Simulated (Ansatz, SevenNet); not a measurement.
**Lattice parameter a of SiC (model structure, started from the PtS type, P4₂/mmc, No. 131, 4 atoms in the cell) at several levels of theory**

No measured value is used here.

```
level (code)            value (Å)
---------------------  ----------
SevenNet-0                  2.906
LDA (Ansatz)                2.957
PBE (Ansatz)           (withheld)
PBE-D3(BJ) (Ansatz)         2.967
r²SCAN (Ansatz)             2.989
r²SCAN+rVV10 (Ansatz)  (withheld)
```

Some entries are withheld; supply them.


- PBE (Ansatz, a quantum-chemistry and plane-wave program), value (Å): 2.993
- r²SCAN+rVV10 (Ansatz), value (Å): 2.985

Cutoffs differ between the levels. Ansatz's density-functional and Hartree–Fock values are scalar-relativistic unless marked +SOC, with PAW data made under PBE.

Machine-learned potentials (SevenNet-0) are trained on DFT data: a solid inside that data is no test of them.

A model structure was made by putting elements into a prototype or built by hand; it is no filed structure, need not be a known phase, and can be a saddle point held by its symmetry.
